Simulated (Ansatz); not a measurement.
Start from Ca3P2 (space group P-3m1, No. 164; a = 4.670 Å, c = 7.019 Å; a hypothetical phase, not in the database extracts checked). Axes: x lies along a and z along c of the hexagonal cell.

Method: r2SCAN (Ansatz, a first-principles code; PAW; 500 eV plane waves; no SOC).

It is then changed as follows: the cell is scaled by 1.0061 in all directions; the atoms relax in the strained cell.

Task: Predict the stress tensor and what it implies for the stiffness.

Result: Stress of the strained cell less that of the base (GPa, compression positive):
```
  -0.94    0.00    0.00
   0.00   -0.94    0.00
   0.00    0.00   -0.65
```

Then B = −ΔP/(ΔV/V₀) with ΔV/V₀ = 0.0184 gives secant stiffness values (nonlinear terms included at this strain): B (at held cell shape, above the free-shape value) ≈ 46 GPa.

No phonon test of stability was made.
